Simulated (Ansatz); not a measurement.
The starting structures come from a database of crystals and need not be the phases stable at ambient conditions.

Inside the gap of an insulator the Bloch states are evanescent, with a wavenumber k + iκ along the transport direction.

Consider the following.

```
CELL_PARAMETERS angstrom
      7.08964     0.00000     0.00000
     -3.54482     8.76811     0.13957
      0.00000    -4.53962     4.31206
ATOMIC_POSITIONS crystal
  Nb 0.80224 0.60449 0.82754
  Nb 0.39551 0.19776 0.42080
  Nb 0.80224 0.19776 0.42080
  S  0.66667 0.33333 0.83168
  Br 0.49729 0.99458 0.94736
  Br 0.00542 0.50271 0.45549
  Br 0.49729 0.50271 0.45549
  Br 0.00000 0.00000 0.99815
  Br 0.16866 0.33733 0.79097
  Br 0.66267 0.83134 0.28497
  Br 0.16866 0.83134 0.28497
```

Space group of this cell: P3m1. The cell was relaxed by PBE-D3(BJ); by r2SCAN its mean pressure is 1.5 GPa.

Transport runs along the normal of the first two printed cell vectors, the (101) plane of the conventional cell.

The gap is the functional's own. No spin-orbit coupling. Mid-gap values are interpolated on the energy grid.

Give the band gap and the smallest decay constant κ at mid-gap that r2SCAN run with Ansatz (a program for electronic structure) yields.

Gap 0.95 eV on a 8×8×8 mesh; κ = 0.327 1/Å, at (0.500, 0.000) of the in-plane reciprocal vectors. At the zone centre, at the nearest computed energy, the slowest state has κ = 0.35 1/Å.
